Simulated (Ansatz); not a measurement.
Base system: ZnSe in the zinc blende structure (space group F-43m, No. 216; a = 5.733 Å).

Method: plane-wave PAW DFT at the PBE level (Ansatz, a first-principles code, 420 eV), without spin-orbit coupling.

Base values:

- Valley order: Γ 1.15 eV; L along ⟨111⟩ 2.49 eV

Perturbation: an isotropic linear strain of −1.50 %; the atoms relax in the strained cell.

Q: What does the calculation give for the mean gap deformation potential ΔEg/Δln V, energy relative to the base and valley order after the change?

A: The mean gap deformation potential ΔEg/Δln V is -4.0 eV; the energy rises by 8.9 meV/atom; the valley order (the lowest conduction-band minima on the path, energy above the VBM, named in the base's zone) becomes Γ 1.33 eV; L along ⟨111⟩ 2.56 eV (base: Γ 1.15 eV; L along ⟨111⟩ 2.49 eV).

Whether these cells are dynamically stable was not tested.
